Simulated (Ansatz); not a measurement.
# Smallest direct gap on the k points sampled of OsC (model structure, F-43m, No. 216, 2 atoms in the cell) at several levels of theory

No measured value is used here.

```tsv
level (code)	value (eV)	cell (Å³/atom)
LDA (Ansatz)	0.56	11.71
PBE (Ansatz)	…	12.20
PBEsol (Ansatz)	0.56	11.89
PBE-D3(BJ) (Ansatz)	0.56	12.01
```

### Question
What belongs in the gaps?

### Answer

- PBE (Ansatz, a first-principles code), value (eV): 0.54

At these levels the smallest gap is indirect and lower: LDA 0.07, PBE 0.11, PBEsol 0.08, PBE-D3(BJ) 0.11 eV. Computed values are for a static lattice. Spin–orbit coupling is included only where a level's name says +SOC; with heavier elements it mostly lowers gaps and can invert bands.  Each level is taken at its own relaxed cell. Ansatz's density-functional and Hartree–Fock values are scalar-relativistic unless marked +SOC, with PAW data made under PBE.

A model structure was made by putting elements into a prototype or built by hand; it is no filed structure, need not be a known phase, and can be a saddle point held by its symmetry.
